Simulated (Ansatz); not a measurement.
## Effect of strain tensor (xx, yy, zz, yz, xz, xy) = (−0.01, +0.68, +0.27, +0.58, +0.21, −0.33) % on HfSi2

The parent structure is HfSi₂ (space group Cmcm, No. 63; a = 3.650 Å, b = 14.351 Å, c = 3.635 Å). Axes: x, y, z lie along a, b, c of the conventional cell.

The change: the symmetric strain tensor [-0.0001 -0.0032 0.0021; -0.0032 0.0068 0.0057; 0.0021 0.0057 0.0027], atoms relaxed at fixed cell.

Level of theory: Kohn–Sham DFT with the PBEsol functional, run in Ansatz (an electronic-structure program) with PAW and 420 eV plane waves, spin-orbit coupling left out, earlier PAW set. Settings: 13×13×13 k-points, 0.05 eV Fermi–Dirac smearing.

The volume per atom rises by 0.15 Å³ to 16.02 Å³ and the space group becomes P-1 (No. 2) (base: Cmcm (No. 63)). The energy goes up by 1.8 meV/atom and the pressure (mean of the normal stresses, compression positive) goes from zero to -1.2 GPa. The band gap is still zero and the stress (xx, yy, zz, yz, xz, xy; compression positive) amounts to (-0.8, -1.4, -1.2, -1.3, -0.6, 0.7) GPa (rough).

Without a gap, meshes like the base's 13×13×13 leave anisotropic stresses uncertain by several tenths of a GPa, and small strain energies with them. Whether these cells are dynamically stable was not tested. The final runs are not spin-polarised.
